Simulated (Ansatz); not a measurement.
For PtGa₂ (Fm-3m, No. 225, 3 atoms in the cell; start mp-22095), PBEsol (PAW; Ansatz, a quantum-chemistry and plane-wave program) gives:

```
Quantity             Result
------------------  -------
lattice constant a  5.920 Å
bulk modulus B0     133 GPa
```

Problem. What does r²SCAN in Ansatz (PAW) give for the same quantities?

Solution. 
- lattice constant a: 5.934 Å (increases by 0.2 %)
- bulk modulus: 135 GPa (hardly moves)

Changes are worked out from the printed values.

Unless a cell is named, each level is at its own relaxed cell (PBEsol 17.29, r²SCAN 17.42 Å³/atom).

Levels without +SOC leave out spin–orbit coupling, which shifts energies and cells of such heavy elements.

The crystal itself was run without spin with PBEsol, r²SCAN; a magnetic state was not tried in these runs.

Caveats: the bulk modulus is −V dP/dV from two relaxed cells at ±2 % in volume (PBEsol, r²SCAN); the relaxation could not lower the start's symmetry, so the cell can be a saddle point above a distorted one (PBEsol, r²SCAN). Ansatz's density-functional and Hartree–Fock values are scalar-relativistic unless marked +SOC, with PAW data made under PBE.

A start named mp-… is a Materials Project structure, which need not be a measured phase.
